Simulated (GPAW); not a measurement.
GPAW run on MnO2 (P4_2/mnm, 6 atoms in the cell): self-consistent single point.

Computed with PBE, GPAW PAW datasets PBE (gpaw-data 1.0.1) (plane waves; GPAW).

The change in words: lattice scaled by 0.98. Reference geometry:
```
MnO2
1.0
    4.31637     0.00000     0.00000
    0.00000     4.31637     0.00000
    0.00000     0.00000     2.81232
Mn O
2 4
Cartesian
  0.00000   0.00000   0.00000
  2.15819   2.15819   1.40616
  1.31615   1.31615   0.00000
  3.00022   3.00022   0.00000
  0.84204   3.47433   1.40616
  3.47433   0.84204   1.40616
```
Moments meant for the start (each program seeds them in its own way; μB, in the order of the atoms Mn Mn O O O O): 4.0 4.0 0.0 0.0 0.0 0.0.

Reference input (self-consistent single point, DFT PBE, plane waves, GPAW PAW datasets PBE (gpaw-data 1.0.1)): spinpol = true; mode = pw; ecut = 950 eV; xc = PBE; kpts = 5 5 8; mesh shift (steps) = 0 0 0; occupations.name = fermi-dirac; occupations.width = 0.1 eV; nbands = -12; convergence.density = 1e-05 e/electron; symmetry.symmorphic = false; symmetry.tolerance = 0.0005. This run's input differs from it in these lines:

```diff
@@ -5,5 +5,5 @@
 atoms = Atoms(['Mn', 'Mn', 'O', 'O', 'O', 'O'],
-              cell=[[4.316372, 0.000000, 0.000000],
-                    [0.000000, 4.316372, 0.000000],
-                    [0.000000, 0.000000, 2.812319]],
+              cell=[[4.230045, 0.000000, 0.000000],
+                    [0.000000, 4.230045, 0.000000],
+                    [0.000000, 0.000000, 2.756073]],
               scaled_positions=[[0.000000, 0.000000, 0.000000],
```

Output, abridged:

```
     iter     time        total  log10-change:  magmom
                         energy   eigst   dens
iter:   1 --:--:--   -54.048063                   +8.0040
iter:   2 --:--:--   -52.486021   -1.00  -1.07    +6.6007
iter:   3 --:--:--   -49.012668   -1.02  -1.13    +5.9912
iter:   4 --:--:--   -49.813699   -1.65  -1.54    +6.2180
iter:   5 --:--:--   -49.837943   -1.92  -1.32    +6.3384
iter:   6 --:--:--   -49.279274   -2.61  -1.60    +6.1284
iter:   7 --:--:--   -48.637240   -2.01  -1.78    +5.9088
iter:   8 --:--:--   -48.654717   -3.71  -2.79    +5.8821
iter:   9 --:--:--   -48.661767c  -3.50  -2.83    +5.8010
   [... lines left out ...]
iter:  41 --:--:--   -48.658229c  -7.92c -4.61    +5.5839
iter:  42 --:--:--   -48.658324c  -7.98c -4.81    +5.5861
iter:  43 --:--:--   -48.658414c  -8.05c -4.62    +5.5880
iter:  44 --:--:--   -48.658495c  -8.28c -4.35    +5.5902
iter:  45 --:--:--   -48.658530c  -8.81c -4.26    +5.5910
   [... 8 lines left out ...]
iter:  54 --:--:--   -48.658502c  -8.78c -4.70    +5.5916
iter:  55 --:--:--   -48.658464c  -8.59c -4.72    +5.5907
iter:  56 --:--:--   -48.658437c  -7.56c -4.65    +5.5892
iter:  57 --:--:--   -48.658452c  -9.01c -4.86    +5.5898
iter:  58 --:--:--   -48.658459c  -9.46c -5.04c   +5.5900
Converged after 58 iterations.

Dipole moment: (-0.000000, 0.000000, 0.000000) |e|*Ang

Total magnetic moment: (0.000000, 0.000000, 5.589993)
Local magnetic moments:
   0 Mn ( 0.000000,  0.000000,  2.460874)
   1 Mn ( 0.000000,  0.000000,  2.460874)
   2 O  ( 0.000000,  0.000000,  0.088231)
   3 O  ( 0.000000,  0.000000,  0.088231)
   4 O  ( 0.000000,  0.000000,  0.088231)
   5 O  ( 0.000000,  0.000000,  0.088231)

Energy contributions relative to reference atoms: (reference = -71191.585350)

Kinetic:        +82.490773
Potential:      -77.886751
External:        +0.000000
XC:             -54.217929
Entropy (-ST):   -0.081607
Local:           +0.996252
SIC:             +0.000000
--------------------------
Free energy:    -48.699262
Extrapolated:   -48.658459

Spin contamination: 0.026391 electrons
Showing only first 2 kpts
   [... lines left out ...]
Fermi level: 8.30249
No gap
   [... lines left out ...]
  0 Mn    0.00000    0.00000    0.00000
  1 Mn   -0.00000    0.00000    0.00000
  2 O    -0.51939   -0.51939    0.00000
  3 O     0.51939    0.51939    0.00000
  4 O     0.51939   -0.51939    0.00000
  5 O    -0.51939    0.51939    0.00000

Stress tensor:
    -0.296941    -0.000000     0.000000
    -0.000000    -0.296941     0.000000
     0.000000     0.000000    -0.343949
Stress (GPa, Voigt): [-47.5753 -47.5753 -55.1067   0.       0.      -0.    ]
```

The run converged in 58 iterations. GPAW prints stress with tension positive. Against the reference run the free energy goes up by 123 meV/atom, the largest force goes from 0.377 to 0.735 eV/Å and the size of the net moment goes from 0.97 to 0.93 μB/atom.

At such cutoffs GPAW's stress carries a finite-basis (Pulay) error, which enters relaxed cells too; its log prints stress with tension positive.

The starting cell comes from a database of computed structures (which also holds hypothetical and non-ambient phases and stackings), without a prior relaxation at this level. Its lattice was rescaled by a random factor within 2.5 % of one. For this run, on top of that: lattice scaled by 0.98. The magnetic order is the one reached from the typed start; others were not searched systematically.

Cost on one core of a shared machine: roughly 6 min.
